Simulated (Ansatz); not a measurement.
Several settings converged on a (001) slab of Nb3Au2 (cut from a parent of space group no. 139; 10 atoms in the cell)

```yaml
crystal:
  lattice:
    - [3.42586, 0.00000, 0.00000]
    - [0.00000, 3.42586, 0.00000]
    - [0.00000, 0.00000, 27.82391]
  atoms:
    - { symbol: Nb, position: [0.00000, 0.00000, 0.63808] }
    - { symbol: Nb, position: [0.00000, 0.00000, 0.30627] }
    - { symbol: Nb, position: [0.50000, 0.50000, 0.69373] }
    - { symbol: Au, position: [0.00000, 0.00000, 0.74842] }
    - { symbol: Au, position: [0.50000, 0.50000, 0.25158] }
    - { symbol: Nb, position: [0.50000, 0.50000, 0.36192] }
    - { symbol: Nb, position: [0.50000, 0.50000, 0.58243] }
    - { symbol: Nb, position: [0.00000, 0.00000, 0.41757] }
    - { symbol: Au, position: [0.50000, 0.50000, 0.47226] }
    - { symbol: Au, position: [0.00000, 0.00000, 0.52774] }
```

Base method: PBEsol, default PAW files made with PBE (plane waves; Ansatz, a quantum-chemistry and plane-wave program).

Base settings: basis.ecutwfc = 420 eV; kpoints.mp_grid.grid = 5 5 1; hamiltonian.xc = pbesol; hamiltonian.pseudopotentials = {kind: paw} (the program's default PAW files); scf.occupations.method = fermi_dirac; scf.occupations.width = 0.1 eV.

The count of work is k-points × plane waves × bands × iterations; it is no time. Core times come from one kind of shared machine, to one figure; runs under 30 s give none.

**The vacuum**

The mesh stays at the base's, so the ladder's end is converged at best in this setting alone.

Only quantities that move along the ladder and can be compared are tabulated.

```csv
vacuum between outermost atoms (Å),free energy less the last step's (meV/atom),largest difference of a force vector from the last step's (eV/Å),count of work / last
3.0,-66.82,0.775,0.43
4.0,-11.72,0.181,0.41
5.0,-1.64,0.022,0.43
6.0,-0.24,0.003,0.45
7.0,-0.06,0.001,0.48
8.0,-0.02,0.000,0.50
10.0,0.00,0.000,0.54
12.0,0.00,0.000,0.59
14.0,0.00,0.000,0.64
17.0,0.00,0.000,0.70
20.0,0.00,0.000,0.77
25.0,0.00,0.000,0.89
30.0,0.00,0.000,1.0
```

Smallest vacuum between outermost atoms (Å) that holds the forces within 0.02 eV/Å of the last step, with all finer ones: 6.0; the step before is off by 0.022 eV/Å.

Smallest vacuum between outermost atoms (Å) that holds the free energy within 0.5 meV/atom of the last step, with all finer ones: 6.0; the step before is off by 1.6 meV/atom.

**The k-point mesh**

Only quantities that move along the ladder and can be compared are tabulated.

```tsv
kpoints.mp_grid.grid	free energy less the last step's (meV/atom)	largest difference of a force vector from the last step's (eV/Å)	count of work / last	core time / last (rough)
2 2 1	150.78	0.516	0.045	–
3 3 1	15.53	0.329	0.037	–
4 4 1	-1.24	0.371	0.074	–
5 5 1	3.53	0.126	0.066	–
6 6 1	2.43	0.025	0.11	–
7 7 1	1.01	0.060	0.12	–
8 8 1	0.58	0.040	0.16	–
10 10 1	-0.17	0.009	0.23	0.2
11 11 1	-0.02	0.010	0.23	0.2
13 13 1	0.02	0.003	0.31	0.3
15 15 1	0.02	0.001	0.40	0.4
18 18 1	0.01	0.000	0.60	0.6
21 21 1	0.01	0.000	0.73	0.6
25 25 1	0.00	0.000	1.0	1
```

Coarsest kpoints.mp_grid.grid that holds the forces within 0.02 eV/Å of the last step, with all finer ones: 10 10 1, at 0.23 of the last step's count of work and about 0.2 of the last step's time; the step before is off by 0.040 eV/Å.

Coarsest kpoints.mp_grid.grid that holds the free energy within 5 meV/atom of the last step, with all finer ones: 4 4 1, at 0.074 of the last step's count of work; the step before is off by 16 meV/atom.

**The plane-wave cutoff**

The mesh stays at the base's, so the ladder's end is converged at best in this setting alone.

Only quantities that move along the ladder and can be compared are tabulated.

```csv
basis.ecutwfc,free energy less the last step's (meV/atom),largest difference of a force vector from the last step's (eV/Å),count of work / last
210 eV,3640.71,0.799,0.14
250 eV,725.99,0.167,0.16
295 eV,90.51,0.020,0.21
355 eV,3.50,0.002,0.28
420 eV,0.83,0.000,0.35
505 eV,0.19,0.000,0.46
630 eV,0.07,0.000,0.64
840 eV,0.00,0.000,1.0
```

Coarsest basis.ecutwfc that holds the free energy within 2 meV/atom of the last step, with all finer ones: 420 eV, at 0.35 of the last step's count of work; the step before is off by 3.5 meV/atom.

Coarsest basis.ecutwfc that holds the forces within 0.005 eV/Å of the last step, with all finer ones: 355 eV, at 0.28 of the last step's count of work; the step before is off by 0.020 eV/Å.

On the base run: the starting cell comes from a database of computed structures (which also holds hypothetical and non-ambient phases and stackings), without a prior relaxation at this level. The slab is cut from that crystal, and its faces are unrelaxed. Its lattice was rescaled by up to half a per cent. Spin polarisation is off. Without a gap this mesh is coarse (it stands for a supercell whose shortest in-plane vector is 17 Å).

Keys are those of Ansatz 0.2.
